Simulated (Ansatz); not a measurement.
Levels about the gap of amorphous Zr20O43Lu2 (65 atoms in a cell of 823 Å³, 5.78 g/cm³; zone centre alone, so wide bands show as single levels with stretches between that a denser mesh fills), at the geometry that PBE relaxed, where it gives 0.5 GPa on a denser mesh. The participation number counts the atoms over which a state spreads; weights are charges in smoothed Voronoi cells. The levels come from a single point, so bond lengths are those of that geometry. Method of the levels: PBE, scalar-relativistic without spin-orbit coupling (Ansatz, an electronic-structure program). Sampling: the zone centre alone; Fermi-Dirac width 0.02 eV; no spin polarisation. At PBE the levels at the filled edge of the gap are localised (band-tail or defect states), and the nearest spread-out levels lie 3.8 eV apart at the zone centre.

Preparation: random packing, a CHGNet melt and quench, and a DFT relaxation. O atoms were pushed apart under 1.9 Å during the dynamics, to hinder bonds among them. The hot cell started wider than the set density and was brought back towards it in steps. It is the lowest in DFT energy of 2 quenches. It is a model cell: composition and starting density were chosen by hand, and all elements were melted together. No dispersion term was used. Its density started from a set value of 5.65 and ended at 5.78 g/cm³. The quench (nominally 300 K/ps over its main leg) was far faster than any real one, so the model tends to hold more defects than a real film. Values belong to this one cell and scatter from quench to quench. Volume and shape were free in the relaxation. Stress components on the final sampling reach 1.1 GPa. On a 2×2×2 Γ-centred mesh force components of up to 0.21 eV/Å stay, since the relaxation ran on the zone centre alone. Cycles of charging lowered its energy after that relaxation.

| E - E(highest filled), eV | filling | participation number | largest on | weight O | weight Zr | weight Lu |
|---|---|---|---|---|---|---|
| -0.51 | filled | 24.5 | O, 3 neighbours | 0.92 | 0.05 | 0.03 |
| -0.43 | filled | 25.9 | O, 3 neighbours | 0.93 | 0.05 | 0.03 |
| -0.43 | filled | 16.8 | O, 3 neighbours | 0.93 | 0.05 | 0.02 |
| -0.39 | filled | 21.1 | O, 3 neighbours | 0.93 | 0.04 | 0.03 |
| -0.31 | filled | 11.6 | O, 3 neighbours | 0.92 | 0.05 | 0.03 |
| -0.21 | filled | 10.3 | O, 3 neighbours | 0.94 | 0.05 | 0.01 |
| 0.00 | filled | 4.8 | O, 3 neighbours | 0.93 | 0.04 | 0.03 |
| 3.40 | empty | 25.6 | Zr, 6 neighbours | 0.35 | 0.65 | 0.00 |
| 3.51 | empty | 18.2 | Zr, 6 neighbours | 0.35 | 0.65 | 0.01 |
| 3.63 | empty | 22.2 | Zr, 7 neighbours | 0.35 | 0.65 | 0.00 |
| 3.66 | empty | 27.9 | Zr, 6 neighbours | 0.35 | 0.64 | 0.01 |
| 3.74 | empty | 23.7 | Zr, 7 neighbours | 0.35 | 0.65 | 0.00 |
| 3.81 | empty | 19.4 | Zr, 7 neighbours | 0.33 | 0.67 | 0.00 |
| 3.84 | empty | 27.8 | Zr, 6 neighbours | 0.35 | 0.63 | 0.02 |

Most localised among these is the filled level at +0.00 eV, on a O atom, which has 3 neighbours (Zr 2.07 Å, Zr 2.12 Å, Zr 2.44 Å).
